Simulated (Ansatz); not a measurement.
We consider BSiCN (model structure, started from the AlSiCN type, R3m, No. 160, 4 atoms in the cell), described by PBEsol (Ansatz, a quantum-chemistry and plane-wave program, PAW).

Numerical settings: plane-wave cutoff 520 eV, 22×22×22 k mesh, Fermi–Dirac smearing 0.05 eV, scalar-relativistic PAW data made under PBE.

Cell (relaxed at this level):

Space group R3m, hexagonal axes (No. 160); a = 2.830 Å, b = 2.830 Å, c = 13.926 Å, α = 90.00°, β = 90.00°, γ = 120.00°

```json
[
 {"atom": "B", "site": "3a", "symmetry": "3m", "x": "0.0000", "y": "0.0000", "z": "0.0057"},
 {"atom": "N", "site": "3a", "symmetry": "3m", "x": "0.0000", "y": "0.0000", "z": "0.8813"},
 {"atom": "Si", "site": "3a", "symmetry": "3m", "x": "0.0000", "y": "0.0000", "z": "0.4958"},
 {"atom": "C", "site": "3a", "symmetry": "3m", "x": "0.0000", "y": "0.0000", "z": "0.3672"}
]
```
(The calculation used a cell of 4 atoms; values per cell refer to that cell.)

**Question.** Estimate the band gap, Γ–Γ gap and bulk modulus that the calculation returns.

**Answer.** 
- band gap = 0.14 eV (under three smearing widths, so not firm)
- Γ–Γ gap = 3.10 eV
- bulk modulus = 267 GPa

Note: the bulk modulus is −V dP/dV from two relaxed cells at ±2 % in volume; the relaxation could raise the start's symmetry but not lower it, so the cell can be a saddle point.

A model structure was made by putting elements into a prototype or built by hand; it is no filed structure, need not be a known phase, and can be a saddle point held by its symmetry.
